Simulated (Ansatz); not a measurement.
# GaP, element substitutions

The parent structure is GaP in the zinc blende structure (space group F-43m, No. 216; a = 5.506 Å).

Each row replaces one element on all its sites; cell and atoms are relaxed.

Levels (all Ansatz, a first-principles code, PAW, earlier PAW set): PBE (420 eV, no SOC); r2SCAN (500 eV, no SOC).

The base cell above is that of PBE; each level relaxes its own structures.

```tsv
case	band gap, PBE	band gap, r2SCAN
Ga → B	1.25 eV	[?]
P → As	0.16 eV	0.97 eV
P → C	zero	[?]
```

Task: Complete the table.

Result: 
- Ga → B, band gap, r2SCAN: 1.41 eV
- P → C, band gap, r2SCAN: zero

The two levels differ by at most about 0.81 eV. They put the cases in the same order.

Stability against distortions was not tested. As relaxed here, GaC is a hypothetical phase, not in the database extracts checked. All final runs are without spin polarisation. An odd electron count without spin: GaC. The zero or small gap of GaAs can change with the level of theory.
